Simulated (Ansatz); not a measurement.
Base system: Al₂Cu (space group I4/mcm, No. 140).

```
CELL_PARAMETERS angstrom
     -3.00291     3.00291     2.39485
      3.00291    -3.00291     2.39485
      3.00291     3.00291    -2.39485
ATOMIC_POSITIONS crystal
  Al 0.65905 0.15905 0.81810
  Al 0.84095 0.65905 0.50000
  Al 0.15905 0.34095 0.50000
  Al 0.34095 0.84095 0.18190
  Cu 0.25000 0.25000 0.00000
  Cu 0.75000 0.75000 0.00000
```

Cartesian axes are those of the cell as printed.

Level of theory: r2SCAN (Ansatz, a first-principles code), spin-orbit coupling left out.

For the base:

The shortest interatomic distance is 2.395 Å and the pressure is 0.0 GPa.

Modification: tensor shear ε_xy = −2.75 % (engineering shear γ = -0.0550); the atoms relax in the strained cell.

Q: What happens to the largest internal atomic displacement, energy relative to the base, shortest interatomic distance and pressure?

A: The largest internal atomic displacement comes out as 0.030 Å; the energy grows by 6.2 meV/atom; the shortest interatomic distance remains 2.395 Å; the pressure (mean of the normal stresses, compression positive) goes from zero to 0.3 GPa.

Without a gap, meshes like the base's 12×12×12 leave anisotropic stresses uncertain by several tenths of a GPa, and small strain energies with them. Stability against distortions was not tested. All final runs are without spin polarisation.
